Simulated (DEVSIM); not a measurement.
System: Pt/SiON/p-GaSb capacitor, at 300 K.

Layer 1 from the left is SiON, thickness (nm) 5.20. Layer 2 from the left is GaSb, thickness (nm) 380, Na (cm⁻³) 2.5e18.

Metal gate on the left, work function 5.6 eV. Fixed charge at the semiconductor interface 1.6e11 cm⁻² (in units of +e); no interface traps.

Constants are typed, rounded textbook-type inputs, not results; the design itself was drawn at random and stands for no fabricated device. Values at 300 K.

SiON: gap (eV) 7, affinity (eV) 1.4, permittivity 5.5. GaSb: gap (eV) 0.726, affinity (eV) 4.06, permittivity 15.7, Nc (cm⁻³) 2.1e17, Nv (cm⁻³) 1.8e19.

Simulated with DEVSIM: 1D Poisson equation in equilibrium, Boltzmann statistics, complete ionisation; no quantum confinement or tunnelling. Metal contacts follow the ideal Schottky-Mott rule: no Fermi-level pinning, no interface dipoles.

Task: What does the simulation give for the flat-band voltage, the minimum of the low-frequency capacitance?

Result: flat-band voltage 0.84 V; minimum of the low-frequency capacitance 0.399 μF/cm².
